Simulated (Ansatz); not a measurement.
# Cubic perovskite KMgF3

All values below come from PBE-D4 (PAW; Ansatz, a program for electronic structure).

Run with plane-wave cutoff 500 eV, 8×8×8 k mesh, gaussian smearing 0.02 eV, scalar-relativistic PAW data made under PBE.

Cell (relaxed at this level):

KMgF₃ is taken in the cubic space group Pm-3m (No. 221), the cubic perovskite structure, Pearson symbol cP5. Conventional cell: a = b = c = 4.0346 Å, α = β = γ = 90.00°. K on 1a is surrounded by 12 F at 2.853 Å (cuboctahedral). Mg on 1b is coordinated by 6 F at 2.017 Å (octahedral). F on 3c is surrounded by 2 Mg at 2.017 Å and 4 K at 2.853 Å (octahedral). (Neighbours: up to the widest gap in distance over summed covalent radii, below 1.35, at either atom; cation-cation and far metal-metal contacts left out.)

```yaml
band_gap: 7.06 eV (on the SCF k mesh)
```

Measured, for comparison: band gap 12.4 eV (temperature not stated, not corrected to a static lattice; as tabulated in Sahnoun et al. (2004), doi:10.1016/j.matchemphys.2004.11.019). Computed (rounded) less measured: band gap -5.34 eV.
